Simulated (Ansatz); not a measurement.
Faces of bcc Nb in 1x1 cells, as slabs relaxed from ideal cuts; for each face the lowest of the symmetric, stoichiometric cuts and spin starts that were computed. The slabs keep the symmetry of their cuts; real faces may buckle, or reconstruct in larger cells. No spin-orbit coupling, no Hubbard U.

All values below come from PBE (plane waves to 420 eV, PAW; Ansatz, an electronic-structure program).

| face | cell area (Å²) | outermost plane spacing of the ideal cut (Å) | γ unrelaxed (J/m²) | γ relaxed (J/m²) | work function, top face (eV) |
|---|---|---|---|---|---|
| (100) | 10.96 | 1.66 | 2.54 | 2.37 | 3.58 |
| (110) | 7.75 | 2.34 | 2.12 | 2.08 | 4.49 |
| (111) | 18.99 | 0.96 | 2.68 | 2.40 | 3.79 |
| (210) | 24.51 | 0.74 | 2.46 | 2.26 | 3.92 |
| (211) | 13.43 | 1.35 | 2.52 | 2.36 | 3.81 |
| (221) | 32.89 | 0.55 | 2.54 | 2.33 | 3.98 |
| (310) | 17.33 | 1.05 | 2.52 | 2.30 | 3.67 |
| (320) | 39.52 | 0.46 | 2.35 | 2.20 | 4.13 |
| (321) | 20.51 | 0.88 | 2.44 | 2.29 | 4.05 |
| (322) | 45.20 | 0.40 | 2.61 | … | 3.79 |
| (331) | 47.78 | 0.38 | 2.44 | … | 4.13 |
| (332) | 25.71 | 0.71 | 2.60 | 2.36 | 3.85 |

**Question.** Complete the blanks.

**Answer.** 
- (322), γ relaxed (J/m²): 2.39
- (331), γ relaxed (J/m²): 2.28
